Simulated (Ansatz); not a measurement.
Results of RPBE (PAW; Ansatz, a program for electronic structure) for cubic perovskite KMgF3.

Settings: plane-wave cutoff 520 eV, 8×8×8 k mesh, Fermi–Dirac smearing 0.01 eV, scalar-relativistic PAW data made under PBE.

Response to compression and expansion:

```json
[
 {"V (Å³/atom)": "13.319", "P (GPa)": "4.00", "direct gap at Γ (eV)": "7.584", "smallest gap on the k mesh (eV)": "7.269"},
 {"V (Å³/atom)": "13.602", "P (GPa)": "2.52", "direct gap at Γ (eV)": "7.434", "smallest gap on the k mesh (eV)": "7.120"},
 {"V (Å³/atom)": "13.886", "P (GPa)": "1.19", "direct gap at Γ (eV)": "7.291", "smallest gap on the k mesh (eV)": "6.978"},
 {"V (Å³/atom)": "14.169", "P (GPa)": "0.00", "direct gap at Γ (eV)": "7.152", "smallest gap on the k mesh (eV)": "6.841"},
 {"V (Å³/atom)": "14.453", "P (GPa)": "-1.07", "direct gap at Γ (eV)": "7.019", "smallest gap on the k mesh (eV)": "6.710"},
 {"V (Å³/atom)": "14.736", "P (GPa)": "-2.04", "direct gap at Γ (eV)": "6.891", "smallest gap on the k mesh (eV)": "6.584"},
 {"V (Å³/atom)": "15.019", "P (GPa)": "-2.91", "direct gap at Γ (eV)": "6.767", "smallest gap on the k mesh (eV)": "6.462"}
]
```

The fundamental gap (6.84 eV at the equilibrium volume, with added k points) lies elsewhere than Γ–Γ.

Note: the cell is over a tenth larger than the published one: the level's own overestimate first of all, though another phase or state, or a fault of the published cell, is possible.
